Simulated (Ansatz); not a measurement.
Functionals compared on a constructed model of the (111) surface of germanium, (√3x√3)R30° Pb adatom at T4 (bottom of the slab: 3 H on 3 bottom sites), in Ansatz (plane waves, PAW). The structure was relaxed with PBE; the other rows are single points on it. Cutoff 420 eV (500 eV for r2SCAN).

Model: 28-atom slab, 14.3 Å thick at the start with caps and adatoms, 5x5x1 mesh, Fermi-Dirac 0.025 eV, dipole correction, 6 atoms held, the rest relaxed; start symmetry kept, larger cells not searched; spin-polarised, no spin-orbit, no U. The slab shows no gap on its mesh. The starting moment vanished. It is one candidate, not shown to be the stable structure of the face. These notes are the PBE run's. r2SCAN: The program's check for a lower electronic state was not made.

```tsv
functional	work function of the top face (eV)	rough cost of the single point
PBE	3.80	–
r2SCAN	(withheld)	roughly 30 core-minutes
```

**Question.** What belongs in the gaps?

**Answer.** 
- r2SCAN, work function of the top face (eV): 3.92

Ansatz is an electronic-structure program.
